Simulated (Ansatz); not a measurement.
Functionals compared on a constructed model of the (111) surface of fcc Al, a pseudomorphic layer of Ru in the host's stacking (bottom of the slab: a bare face, its two planes held), in Ansatz (plane waves, PAW). The structure was relaxed with PBE; the other rows are single points on it. Cutoff 420 eV (500 eV for r2SCAN).

Model: 7-atom slab, 13.9 Å thick at the start with caps and adatoms (thin: gaps and levels are the slab's own), 15x15x1 mesh, Fermi-Dirac 0.1 eV, dipole correction, 2 atoms held, the rest relaxed; symmetry of the start imposed; no spin, no spin-orbit, no U. In PBE it is, or lies within 0.01 eV a 1x1 cell of, the lowest of the 2 structures of its composition computed so far; subsurface sites and larger cells were not tried. These notes are the PBE run's.

```tsv
functional	work function of the top face (eV)	rough cost of the single point
PBE	4.92	–
RPBE	4.74	around 7 core-seconds (rough)
r2SCAN	4.91	roughly 15 core-seconds
```

Ansatz is a first-principles code.
